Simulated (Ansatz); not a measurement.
BN under load (space group P6_3mc), Ansatz (a first-principles code) with r2SCAN, rigid bands. Condition of this run: biaxial stress in the c plane of -18 GPa (compression positive) (the target of the relaxation). Band gap 5.88 eV, N_c = 1.33e19 cm⁻³ and N_v = 4.92e19 cm⁻³ at 300 K, conductivity masses along x (a = (2.59, 0.00, 0.00) Å; b = (-1.29, 2.24, 0.00) Å; c = (0.00, 0.00, 4.19) Å) of 0.517 mₑ (electrons) and 0.868 mₑ (holes). Take k_BT = 0.02585 eV.

Find the intrinsic carrier density and the intrinsic Fermi level.

n_i = √(N_c N_v) exp(−E_g/2k_BT) = 2.56e19 × exp(−113.72) = 1.0e-30 cm⁻³. The level lies (k_BT/2) ln(N_v/N_c) = 17 meV from mid-gap (positive towards the conduction band). Each 0.1 eV added to the gap lowers n_i by a factor of 6.9.

What thermal injection velocity √(2k_BT/πm) limits a ballistic channel along the direction named?

7.48e6 cm/s for electrons and 5.77e6 cm/s for holes, a ratio of √(m_h/m_e) = 1.30, for dilute carriers.

A film of it is 5 nm thick, with its normal along the direction named. Estimate the confinement energies in an infinite well.

ħ²π²/(2m t²) = 0.376 eV·nm²/(m/mₑ × t²) gives 29.1 meV for electrons and 17.3 meV for holes, so the gap would widen to about 5.93 eV. Finite barriers and nonparabolic bands lower this, and with several valleys or bands the heaviest mass along the normal sets the lowest level, not this average.

Rigid bands with the computed gap; masses take one relaxation time for all states. Spin-orbit coupling is left out. Geometry: cell and atoms relaxed with PBEsol.
